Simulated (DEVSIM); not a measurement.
System: abrupt InP p-n junction, at 250 K.

Layer 1 from the left is InP, thickness (μm) 0.500, Na (cm⁻³) 1.7e17, τn (s) 1.2e-8, τp (s) 1.2e-8. Layer 2 from the left is InP, thickness (μm) 7.00, Nd (cm⁻³) 1.9e17, τn (s) 1.2e-8, τp (s) 1.2e-8.

Left contact: ohmic. Right contact: ohmic. Voltage is applied to the left contact. Recombination: SRH at mid-gap, radiative. Mobility is μmin + (μ − μmin)/(1 + (N/Nref)^α).

This is a model device: material constants are rounded textbook-type values typed into the input, and sizes, dopings and lifetimes were drawn at random. Values at 300 K; Nc and Nv go as T^1.5, mobilities as T to minus their exponent, the gap by Varshni's rule with the affinity fixed.

InP: gap (eV) 1.344, affinity (eV) 4.38, permittivity 12.5, Nc (cm⁻³) 5.7e17, Nv (cm⁻³) 1.1e19, μn (cm²/Vs) 5200, μp (cm²/Vs) 170, μn,min 400, μp,min 10, Nref,n 3e17, Nref,p 4.9e17, αn 0.47, αp 0.62, T exponent of μn 2, T exponent of μp 2, B (cm³/s) 1.2e-10, Varshni α (eV/K) 0.000363, Varshni β (K) 162.

Task: Estimate by hand the built-in potential, the peak field at zero bias, the capacitance at -1.5 V, and compare with a numerical solution.

Result: 
- Built-in potential: ni = √(Nc Nv) exp(−Eg/2kT) = 37600 cm⁻³ with Eg = 1.360 eV; Vbi = kT/q ln(Na Nd/ni²) = 1.258 V; numerical 1.258 V.
- Peak field at zero bias: depletion approximation: W = √(2εVbi/(qN)) = 0.139 μm with N = 8.97e16 cm⁻³; field = 2Vbi/W = 181000 V/cm; numerical 178000 V/cm (estimate above by 1.7 %).
- Capacitance at -1.5 V: C = √(qεN / 2(Vbi + |V|)) = 53.7 nF/cm²; numerical 54.1 nF/cm² (estimate below by 0.78 %).

Model (solved in DEVSIM): 1D drift-diffusion, Boltzmann statistics, complete ionisation; no tunnelling, impact ionisation, image-force lowering or self-heating.
